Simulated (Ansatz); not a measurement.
Base system: Na in the bcc (W type) structure (space group Im-3m, No. 229; a = 4.222 Å). Axes: x, y, z lie along the cube axes.

Method: Kohn–Sham DFT with the r2SCAN functional, run in Ansatz (a quantum-chemistry and plane-wave program) with PAW and 500 eV plane waves, no SOC, earlier PAW set.

For the base:

- Shortest interatomic distance: 3.657 Å

The change: a free-standing slab of 3 layers (3 atoms, 1 a layer) is cut normal to [110], with 15 Å of vacuum and the in-plane cell held at bulk.

Task: What does the calculation give for the shortest interatomic distance after the change?

Result: The shortest interatomic distance falls by 0.047 Å (3.657 Å → 3.610 Å).

Task: Estimate the effect on the change of the spacing d12 from its bulk value of 2.986 Å.

Result: The change of the spacing d12 from its bulk value of 2.986 Å amounts to -1.9 %.

Task: Estimate the effect on the excess energy per area of both faces.

Result: The excess energy per area of both faces (slab less bulk energy over the cell's area: twice a surface energy) is 0.48 J/m² (uncertain by up to 0.04 J/m²).

Slab and bulk use different k-meshes, which limits the precision of the excess energy. No phonon test of stability was made.
